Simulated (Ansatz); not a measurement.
## Response to strain in AlAs

Base system: AlAs in the zinc blende structure (space group F-43m, No. 216; a = 5.674 Å). Axes: x, y, z lie along the cube axes.

Strains are applied to the cell and any free atomic positions relax; under biaxial strain the out-of-plane vector relaxes too.

Level of theory: Kohn–Sham DFT with the PBEsol functional, run in Ansatz (an electronic-structure program) with PAW and 420 eV plane waves, scalar-relativistic without spin-orbit coupling, earlier PAW set.

| biaxial strain, plane normal [001], relaxed out of plane (%) | band gap (eV) |
|---|---|
| 0 | 1.34 |
| 0.38 | ? |
| 1.21 | 1.21 |
| 1.66 | 1.17 |

Problem. Fit E_g = E₀ + Dε (ε in %) to the rows shown and predict the withheld row.

Solution. Least squares on the printed values gives E₀ = 1.34 eV, D = -103 meV per % of strain (largest residual 0.00 eV); this predicts 1.30 eV, and the run gives 1.30 eV, in agreement.

Whether these cells are dynamically stable was not tested.
